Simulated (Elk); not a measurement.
A self-consistent single point of ZrRh3 (Pm-3m, 4 atoms in the cell) with Elk.

Method: PBEsol, all-electron FP-LAPW, Elk's shipped species files, APW+lo basis with extra local orbitals (Elk 10.2.4).

```yaml
crystal:
  lattice:
    - [3.93411, 0.00000, 0.00000]
    - [0.00000, 3.93411, 0.00000]
    - [0.00000, 0.00000, 3.93411]
  atoms:
    - { symbol: Zr, position: [0.00000, 0.00000, 0.00000] }
    - { symbol: Rh, position: [0.50000, 0.50000, 0.00000] }
    - { symbol: Rh, position: [0.00000, 0.50000, 0.50000] }
    - { symbol: Rh, position: [0.50000, 0.00000, 0.50000] }
```

Reference input (self-consistent single point, DFT, LDA (PW92), all-electron FP-LAPW, Elk's shipped species files, APW+lo basis with extra local orbitals): xctype = 3; rgkmax = 7.5; stype = 3; swidth = 0.00183747 Ha; ngridk = 6 6 6; tforce = true; gmaxvr = 18 1/bohr; lmaxapw = 10; lmaxo = 8; nxlo = 2; lorbcnd = true; lradstp = 2. This run's input differs from it in these lines:

```diff
@@ -4,3 +4,3 @@
 xctype
-  3
+  22
```

Log, with long lists cut:

```
│ Self-consistent loop started │
│ Loop number : 1 │
 total energy                :     -17928.7523074
│ Loop number : 2 │
 total energy                :     -17930.2475169
RMS change in Kohn-Sham potential (target) :   0.2175419312     (  0.1000000000E-05)
Absolute change in total energy (target)   :    1.495209469     (  0.1000000000E-03)
│ Loop number : 3 │
 total energy                :     -17938.5529638
RMS change in Kohn-Sham potential (target) :   0.1543473376     (  0.1000000000E-05)
Absolute change in total energy (target)   :    8.679249298     (  0.1000000000E-03)
│ Loop number : 4 │
   [... lines left out ...]
Absolute change in total energy (target)   :   0.4712382688E-03 (  0.1000000000E-03)
│ Loop number : 16 │
 total energy                :     -17946.0597067
RMS change in Kohn-Sham potential (target) :   0.8670414066E-07 (  0.1000000000E-05)
Absolute change in total energy (target)   :   0.1261914258E-03 (  0.1000000000E-03)
│ Loop number : 17 │
 total energy                :     -17946.0596900
RMS change in Kohn-Sham potential (target) :   0.2159913607E-07 (  0.1000000000E-05)
Absolute change in total energy (target)   :   0.1485629036E-04 (  0.1000000000E-03)
Convergence targets achieved

│ Loop number : 18 │

Energies :
 Fermi                       :     0.408448679546
 total energy                :     -17946.0596902

Density of states at Fermi energy :    90.23621555
 (states/Hartree/unit cell)

Estimated indirect band gap :   0.1425912810E-02
 from k-point      3 to k-point     12
Estimated direct band gap   :   0.5301375247E-02
 at k-point      8

Charges :
 core                        :    112.0000000
 valence                     :    63.00000000
 interstitial                :    5.858697811
 muffin-tins (core leakage)
  species :    1 (Zr)
   atom    1                 :    37.75586029     (  0.7317520318E-05)
  species :    2 (Rh)
   atom    1                 :    43.79514730     (  0.3824547079E-07)
   atom    2                 :    43.79514730     (  0.3824547079E-07)
   [... lines left out ...]
   total force               :    -0.00000000    0.00000000    0.00000000
   total magnitude           :     0.00000000
  atom :    3
   Hellmann-Feynman          :     0.00000000    0.00000000    0.00000000
   IBS                       :    -0.00000000    0.00000000    0.00000000
   total force               :    -0.00000000    0.00000000    0.00000000
   total magnitude           :     0.00000000
```

The run converged in 18 iterations. The count includes the last loop, which Elk runs after its targets are met. 

The starting cell comes from a database of computed structures (which also holds hypothetical and non-ambient phases and stackings), without a prior relaxation at this level. Spin polarisation is off. Values depend on the basis (sphere radii, cutoffs, local orbitals), which need not be converged. The log's line on a gap gives a spacing of levels on this mesh, which the program prints for metals too.

Cost on one core of a shared machine: roughly 50 s.
